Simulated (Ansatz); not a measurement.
Ta under load (space group Im-3m), PBEsol, DFPT electron-phonon coupling, linearised Boltzmann equation run with Ansatz (a program for electronic structure). Condition of this run: hydrostatic pressure 30 GPa (the target of the relaxation). Phonon-limited resistivity 8.34 μΩ·cm at 300 K, 11.3 μΩ·cm at 400 K, current-weighted mean free path 4.9 nm, Drude plasma energy 10.32 eV.

Q: What is the classical skin depth at 10 GHz (nonmagnetic, μ₀ = 1.257×10⁻⁶ H/m)?

A: δ = √(ρ/(π f μ₀)) = 1450 nm.

Q: Estimate the resistivity of a 40 nm square wire with diffuse walls from ρ ≈ ρ₀(1 + 3ℓ/4d).

A: 1 + 0.75 × 4.9/40 = 1.09, so ρ ≈ 9.11 μΩ·cm and a line 1 μm long has 56.9 Ω. The formula is the free-electron limit for d well above ℓ; grain boundaries add to it.

Q: What temperature coefficient of resistance follows, and how does it compare with 1/T?

A: (ρ₄₀₀ − ρ₃₀₀)/(100 K × ρ₃₀₀) = 3.55×10⁻³ K⁻¹, against 1/T = 3.33×10⁻³ K⁻¹ for a resistivity proportional to T. It lies higher because phonons are still being populated at 300 K; impurities would add a constant and lower it.

A metal at this level (no band gap). Only scattering by harmonic phonons is included (no impurities, grain boundaries, electron-electron scattering or thermal expansion). Spin-orbit coupling is left out, which matters with elements this heavy. Halving the electron mesh (36x36x36) moves the resistivity by up to 3 % at 300 K, the mean free path by up to 3 %. Smearing 0.20 eV; phonons on a 6x6x6 q mesh, which this run doesn't test.
